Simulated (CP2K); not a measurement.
Band structure of ZrRh3 (Pm-3m, 4 atoms in the cell).

```
ZrRh3
1.0
    3.93411     0.00000     0.00000
    0.00000     3.93411     0.00000
    0.00000     0.00000     3.93411
Zr Rh
1 3
Direct
  0.00000   0.00000   0.00000
  0.50000   0.50000   0.00000
  0.00000   0.50000   0.50000
  0.50000   0.00000   0.50000
```

Computed with CP2K with LDA (Pade form), GPW, DZVP-MOLOPT-SR-GTH basis, GTH-PADE potentials (GTH_POTENTIALS).

Settings: CUTOFF = 500 Ry; REL_CUTOFF = 50 Ry; SMEAR/METHOD = FERMI_DIRAC; ELECTRONIC_TEMPERATURE = 580.23 K; KPOINTS/SCHEME = MONKHORST-PACK 6 6 6; GAMMA_CENTERED = T; XC_FUNCTIONAL = PADE; Zr/BASIS_SET = DZVP-MOLOPT-SR-GTH-q12; Zr/POTENTIAL = GTH-PADE-q12; Rh/BASIS_SET = DZVP-MOLOPT-SR-GTH-q17; Rh/POTENTIAL = GTH-PADE-q17; METHOD = GPW; EPS_DEFAULT = 1e-10; EXTRAPOLATION = USE_GUESS.

The starting cell comes from a database of computed structures (which also holds hypothetical and non-ambient phases and stackings), without a prior relaxation at this level. Spin polarisation is off. Values carry the incompleteness of an atom-centred basis.

Levels in eV from the Fermi level, bands 28 to 33:
```
point     28     29     30     31     32     33
-----  -----  -----  -----  -----  -----  -----
Γ      -0.23   0.66   1.12   1.12   1.12   3.75
X      -1.13  -1.07  -1.07  -0.99   0.03   1.12
M      -1.54  -1.43  -1.39  -1.39  -0.88  -0.71
R      -1.64   0.65   0.72   0.72   0.72   1.60
```

Bands cross the Fermi level along this path, so the cell is metallic at this level.

Higher empty bands are left out: an atom-centred basis made for the valence describes them poorly.
